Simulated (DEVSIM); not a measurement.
System: illuminated Si n-on-p cell, one wavelength, with a back-surface field, at 300 K.

Layer 1 from the left is Si, thickness (μm) 0.450, Nd (cm⁻³) 1.3e18, τn (s) 6.8e-5, τp (s) 1.8e-6, absorption coefficient (cm⁻¹) 67000. Layer 2 from the left is Si, thickness (μm) 42.0, Na (cm⁻³) 2.8e15, τn (s) 0.00011, τp (s) 0.00011, absorption coefficient (cm⁻¹) 67000. Layer 3 from the left is Si, thickness (μm) 0.440, Na (cm⁻³) 1.8e18, τn (s) 0.00011, τp (s) 0.00011, absorption coefficient (cm⁻¹) 67000.

Left contact: ohmic, minority hole recombination velocity 5e5 cm/s. Right contact: ohmic, minority electron recombination velocity 1e7 cm/s. Voltage is applied to the left contact. Recombination: SRH at mid-gap, radiative, Auger. Light enters at the left, 3.5e16 photons cm⁻² s⁻¹, one pass, no reflection. Mobility is μmin + (μ − μmin)/(1 + (N/Nref)^α).

Constants are typed, rounded textbook-type inputs, not results; the design itself was drawn at random and stands for no fabricated device. Values at 300 K.

Si: gap (eV) 1.124, affinity (eV) 4.05, permittivity 11.7, Nc (cm⁻³) 2.86e19, Nv (cm⁻³) 3.1e19, μn (cm²/Vs) 1417, μp (cm²/Vs) 470, μn,min 52, μp,min 45, Nref,n 9.7e16, Nref,p 2.2e17, αn 0.68, αp 0.72, B (cm³/s) 4.7e-15, Cn (cm⁶/s) 2.8e-31, Cp (cm⁶/s) 9.9e-32.

Model (solved in DEVSIM): 1D drift-diffusion, Boltzmann statistics, complete ionisation; no tunnelling, impact ionisation, image-force lowering or self-heating.

### Question
What does the simulation give for the share of generated pairs collected at short circuit, the open-circuit voltage?

### Answer
share of generated pairs collected at short circuit 0.410; open-circuit voltage 0.534 V.
